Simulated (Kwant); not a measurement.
Model system: In0.53Ga0.47As/InP stack with 1 barrier. One parabolic valley. Leads of mass 0.041 mₑ with the band edge at 0; grid 0.1 nm; bias 0.075 V, dropping linearly over the stack.

```json
[
 {"layer": "1", "thickness (nm)": "4.4", "band offset (eV)": "0.25", "mass (mₑ)": "0.08"}
]
```

The device is made up for the run: typed textbook-type constants, with dimensions and the other settings drawn at random.

Model: one-band effective-mass tight-binding model in one dimension, coherent, no space charge (Kwant).

Sweep values stay those of the base run.

Base results: transmission at E = 0.1858 eV 0.12; transmission at E = 0.2804 eV 0.36; transmission at E = 0.09114 eV 0.040; transmission at E = 0.3750 eV 0.81.

Task: What follows from this one change: thickness of the first barrier 4.4 → 6.2 nm?

Result: transmission at E = 0.1858 eV 0.12 → 0.049; transmission at E = 0.2804 eV 0.36 → 0.52; transmission at E = 0.09114 eV 0.040 → 0.0065; transmission at E = 0.3750 eV 0.81 → 0.85.

Task: What follows from this one change: height of the first barrier 0.25 → 0.2 eV?

Result: transmission at E = 0.1858 eV 0.12 → 0.26; transmission at E = 0.2804 eV 0.36 → 0.64; transmission at E = 0.09114 eV 0.040 → 0.087; transmission at E = 0.3750 eV 0.81 → 0.98.

Task: What follows from this one change: mass in the first barrier 0.08 → 0.064 mₑ?

Result: transmission at E = 0.1858 eV 0.12 → 0.19; transmission at E = 0.2804 eV 0.36 → 0.42; transmission at E = 0.09114 eV 0.040 → 0.066; transmission at E = 0.3750 eV 0.81 → 0.76.
